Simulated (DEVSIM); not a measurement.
Device: abrupt GaAs p-n junction, at 300 K.

Layer 1 from the left is GaAs, thickness (μm) 13.0, Na (cm⁻³) 2.4e16, τn (s) 1.9e-9, τp (s) 1.9e-9. Layer 2 from the left is GaAs, thickness (μm) 4.90, Nd (cm⁻³) 8.5e16, τn (s) 1.9e-9, τp (s) 1.9e-9.

Left contact: ohmic. Right contact: ohmic. Voltage is applied to the left contact. Recombination: SRH at mid-gap. Mobility is constant in doping.

Constants are typed, rounded textbook-type inputs, not results; the design itself was drawn at random and stands for no fabricated device. Values at 300 K.

GaAs: gap (eV) 1.424, affinity (eV) 4.07, permittivity 12.9, Nc (cm⁻³) 4.7e17, Nv (cm⁻³) 9e18, μn (cm²/Vs) 8500, μp (cm²/Vs) 400.

Task: Estimate by hand the built-in potential, the peak field at zero bias, the capacitance at -3 V, and compare with a numerical solution.

Result: 
- Built-in potential: ni = √(Nc Nv) exp(−Eg/2kT) = 2250000 cm⁻³ with Eg = 1.424 eV; Vbi = kT/q ln(Na Nd/ni²) = 1.227 V; numerical 1.227 V.
- Peak field at zero bias: depletion approximation: W = √(2εVbi/(qN)) = 0.306 μm with N = 1.87e16 cm⁻³; field = 2Vbi/W = 80300 V/cm; numerical 78500 V/cm (estimate above by 2.2 %).
- Capacitance at -3 V: C = √(qεN / 2(Vbi + |V|)) = 20.1 nF/cm²; numerical 20.3 nF/cm² (estimate below by 0.61 %).

Simulated with DEVSIM: 1D drift-diffusion, Boltzmann statistics, complete ionisation; no tunnelling, impact ionisation, image-force lowering or self-heating.
